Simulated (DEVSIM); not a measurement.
System: Schottky contact on n-type Si, at 350 K.

Layer 1 from the left is Si, thickness (μm) 0.440, Nd (cm⁻³) 4.7e15, τn (s) 0.00026, τp (s) 0.00026.

Left contact: Schottky, work function 4.85 eV, emission velocity 1.9e6 cm/s. Right contact: ohmic. Voltage is applied to the left contact. Recombination: SRH at mid-gap, radiative. Mobility is constant in doping.

This is a model device: material constants are rounded textbook-type values typed into the input, and sizes, dopings and lifetimes were drawn at random. Values at 300 K; Nc and Nv go as T^1.5, mobilities as T to minus their exponent, the gap by Varshni's rule with the affinity fixed.

Si: gap (eV) 1.124, affinity (eV) 4.05, permittivity 11.7, Nc (cm⁻³) 2.86e19, Nv (cm⁻³) 3.1e19, μn (cm²/Vs) 1417, μp (cm²/Vs) 470, T exponent of μn 2.3, T exponent of μp 2.2, B (cm³/s) 4.7e-15, Varshni α (eV/K) 0.000473, Varshni β (K) 636.

Model (solved in DEVSIM): 1D drift-diffusion, Boltzmann statistics, complete ionisation; no tunnelling, impact ionisation, image-force lowering or self-heating. Metal contacts follow the ideal Schottky-Mott rule: no Fermi-level pinning, no interface dipoles.

Dark forward current:

| |V| (V) | |J| (A/cm²) |
|---|---|
| 0.05 | 0.0001503 |
| 0.10 | 0.0009199 |
| 0.15 | 0.004877 |
| 0.20 | 0.02524 |
| 0.25 | 0.1299 |
| 0.30 | 0.6658 |
| 0.35 | 3.382 |
| 0.40 | 16.72 |
| 0.45 | 75.83 |
| 0.50 | 276.5 |
| 0.55 | 724.2 |
| 0.60 | 1410 |
| 0.65 | 2241 |

Task: Work out the local ideality factor n = ΔV / (kT/q · ln(J2/J1)) between the rows 0.15 and 0.20 V, 0.60 and 0.65 V.

Result: kT/q = 30.16 mV. From 0.15 to 0.20 V: ln(0.02524/0.004877) = 1.644, n = 1.01, near the 1 of diffusion or emission over a barrier. From 0.60 to 0.65 V: ln(2241/1410) = 0.463, n = 3.58; the layers' resistance at their doping, Σ W/(qμN) = 5.9e-5 Ω cm², would take 49 mV of this step of 50 mV.

Task: Estimate the current at 0.25 V for emission alone, J0 = q v N_band exp(−φB/kT), and read the barrier back from the simulated current.

Result: φB = 0.800 eV, N_band = 3.60e19 cm⁻³, J0 = 3.32e-5 A/cm²; J = J0 (exp(qV/kT) − 1) = 0.132 A/cm². The simulation gives 0.130 A/cm²; the estimate lies 1.6 % above. Read backwards, the simulated current gives an apparent barrier of 0.800 eV. The estimate leaves out transport through the depletion region and minority injection.
